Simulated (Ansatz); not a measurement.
Base system: MoS$_{2}$ in the 2H-MoS2 type structure (space group P6_3/mmc, No. 194; a = 3.109 Å, c = 11.709 Å; layered, stacked along the Cartesian z axis).

All numbers come from PBEsol-D3(BJ) (Ansatz, a first-principles code, PAW, no SOC), earlier PAW set.

It is then changed as follows: every Mo is replaced by W; the structure is relaxed again.

Measured band gap: MoS2 1.23 eV (room temperature; as listed in Carlos M. O. Bastos et al., Physical Review Materials (2019)); WS2 1.35 eV (room temperature; as listed in Carlos M. O. Bastos et al., Physical Review Materials (2019)).

Measured lattice parameter a: MoS2 3.16 Å (room temperature; as listed in arXiv:1605.07067); WS2 3.153 Å (room temperature; as listed in arXiv:1605.07067).

How well does PBEsol-D3(BJ) reproduce the measured shift?

With PBEsol-D3(BJ) the band gap moves by +0.13 eV (0.52 → 0.66) against +0.12 eV measured; the lattice parameter a moves by +0.006 Å (3.109 → 3.115) against -0.007 Å measured, the wrong sign.

With W present, leaving out spin-orbit coupling can change the band edges. Whether these cells are dynamically stable was not tested.
